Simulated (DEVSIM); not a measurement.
System: illuminated Si n-on-p cell, one wavelength, at 300 K.

Layer 1 from the left is Si, thickness (μm) 0.200, Nd (cm⁻³) 1.6e18, τn (s) 5.9e-9, τp (s) 7.9e-9, absorption coefficient (cm⁻¹) 120. Layer 2 from the left is Si, thickness (μm) 39.0, Na (cm⁻³) 8.8e16, τn (s) 1.8e-7, τp (s) 1.8e-7, absorption coefficient (cm⁻¹) 120.

Left contact: ohmic, minority hole recombination velocity 5000 cm/s. Right contact: ohmic, minority electron recombination velocity 9000 cm/s. Voltage is applied to the left contact. Recombination: SRH at mid-gap, radiative, Auger. Light enters at the left, 1.1e17 photons cm⁻² s⁻¹, one pass, no reflection. Mobility is μmin + (μ − μmin)/(1 + (N/Nref)^α).

The device is made up for the run: typed textbook-type constants, with dimensions and the other settings drawn at random. Values at 300 K.

Si: gap (eV) 1.124, affinity (eV) 4.05, permittivity 11.7, Nc (cm⁻³) 2.86e19, Nv (cm⁻³) 3.1e19, μn (cm²/Vs) 1417, μp (cm²/Vs) 470, μn,min 52, μp,min 45, Nref,n 9.7e16, Nref,p 2.2e17, αn 0.68, αp 0.72, B (cm³/s) 4.7e-15, Cn (cm⁶/s) 2.8e-31, Cp (cm⁶/s) 9.9e-32.

DEVSIM, 1D drift-diffusion, Boltzmann statistics, complete ionisation; no tunnelling, impact ionisation, image-force lowering or self-heating.

Task: What does the simulation give for the share of generated pairs collected at short circuit?

Result: share of generated pairs collected at short circuit 0.462.
